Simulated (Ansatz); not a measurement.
CsGeI3 (within 0.1 Å of R3m, No. 160, 5 atoms in the cell; start mp-28377), treated with PBE0 in Ansatz (plane waves, PAW).

Numerical settings: plane-wave cutoff 460 eV, 4×4×4 k mesh, Fermi–Dirac smearing 0.01 eV, scalar-relativistic PAW data made under PBE.

Cell (relaxed with PBEsol):

CsGeI3 is modelled in the trigonal space group R3m, hexagonal axes (No. 160), Pearson symbol hR5. Lattice parameters: a = b = 8.2596 Å, c = 10.3414 Å, α = β = 90.00°, γ = 120.00°. Cs on 3a has 12 I at 4.130–4.211 Å (cuboctahedral). Ge on 3a sees 3 I at 2.787 Å and 3 I at 3.118 Å (octahedral). I on 9b sees 1 Ge at 2.787 Å and 1 Ge at 3.118 Å and 4 Cs at 4.130–4.211 Å (octahedral). (Neighbours: up to the widest gap in distance over summed covalent radii, below 1.35, at either atom; cation-cation and far metal-metal contacts left out.)
(The calculation used a cell of 5 atoms; values per cell refer to that cell.)

Task: Estimate the band gap and Γ–Γ gap that the calculation returns.

Result: 
- band gap: 1.51 eV
- Γ–Γ gap: 6.27 eV

Note: cell and atoms aren't relaxed at this level (largest force component 0.20 eV/Å, pressure 1.3 GPa).

Spin–orbit coupling is not included; with these elements it can move the gap by several tenths of an eV or more.

The computed numbers hold no vibrational or temperature effects.

Cost on a shared machine: around 8 core-minutes (rough).

A start named mp-… is a Materials Project structure, which need not be a measured phase.

Ansatz is a quantum-chemistry and plane-wave program.
